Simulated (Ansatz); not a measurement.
Start from MgO in the rock salt structure (space group Fm-3m, No. 225).

```
MgO
1.0
    0.00000     2.10706     2.10706
    2.10706     0.00000     2.10706
    2.10706     2.10706     0.00000
O Mg
1 1
Cartesian
  0.00000   0.00000   0.00000
  2.10706   2.10706   2.10706
```

Levels (all Ansatz, a first-principles code, PAW): PBEsol (420 eV, no spin-orbit coupling); r2SCAN (500 eV, no SOC); HSE06 (420 eV, no SOC).

One geometry, relaxed with PBEsol, under each level:

Notes on the quantities. hole mass: degenerate bands, along [100].

| level | band gap | lowest conduction level above the VBM at special points | electron mass | hole mass | pressure |
|---|---|---|---|---|---|
| PBEsol | 4.62 eV | Γ 4.62 eV; L 7.74 eV; X 8.95 eV; U 9.94 eV | 0.34 mₑ (at Γ) | 0.38, 2.1, 2.1 mₑ (at Γ) | 0.00 GPa |
| r2SCAN | 5.61 eV | Γ 5.61 eV; L 8.82 eV; X 10.04 eV; U 11.07 eV | 0.31 mₑ (at Γ) | 0.44, 2.5, 2.5 mₑ (at Γ) | -1.13 GPa |
| HSE06 | (withheld) | (withheld) | – | – | – |

Give the withheld HSE06 results.


- HSE06, band gap: 6.47 eV
- HSE06, lowest conduction level above the VBM at special points: Γ 6.47 eV; L 9.69 eV; X 10.87 eV

Single points use the geometry relaxed with PBEsol. Their cutoffs differ, which shifts pressures a little. Masses are band curvatures over ±0.01 Å⁻¹ around the edge. No phonon test of stability was made.
